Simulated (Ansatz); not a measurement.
Adsorption energy and surface dipole of Cl on the 1x1 (111) surface of ceria (cut with top plane O), one in a 2x2 cell, started at the site 'top Ce', worked from the runs' numbers; total energies count from the potentials' own zero.

Host crystal: ceria, with a band gap (PBE, scalar-relativistic without spin-orbit coupling).

Method: r2SCAN, at the PBE geometry (plane waves to 500 eV, PAW; Ansatz, a first-principles code).

Slab: 37 atoms, 7.8 Å thick at the start under the adsorbate (thin: gaps and levels are the slab's own); k 3x3x1, smearing 0.01 eV, dipole-corrected; single point; on the structure that PBE left under its start's symmetry; spin-polarised, ending with about 1.0 μB a cell, a value that depends on the mesh; orders that need a larger cell were not tried, no spin-orbit, no U, no dispersion correction. The slab shows no gap over 0.04 eV on its mesh. The program's check for a lower electronic state was not made. It is one chosen start, not shown to be the lowest state of the adsorbate.

| quantity | value |
|---|---|
| slab with the adsorbate | -93870.855 eV |
| clean slab, same cell and mesh | -92788.017 eV |
| reference, ½ Cl2(g) | -1083.517 eV |
| area of the cell | 51.72 Å² |
| change of the step from the bottom to the top vacuum level | 1.127 eV |

Problem. What is the adsorption energy against this reference?

Solution. E(slab + adsorbate) − E(slab) − E(reference) = 0.68 eV, so in this state the adsorbate is less stable than in the reference, at a coverage of 1.93 a nm².

Problem. What dipole does adsorption add to the slab along the outward normal (Helmholtz relation, ε₀ = 0.005526 e/(V·Å))?

Solution. p = −ε₀·A·ΔV = -0.322 e·Å = -1.55 D; its negative end points to the vacuum, which raises the vacuum level.
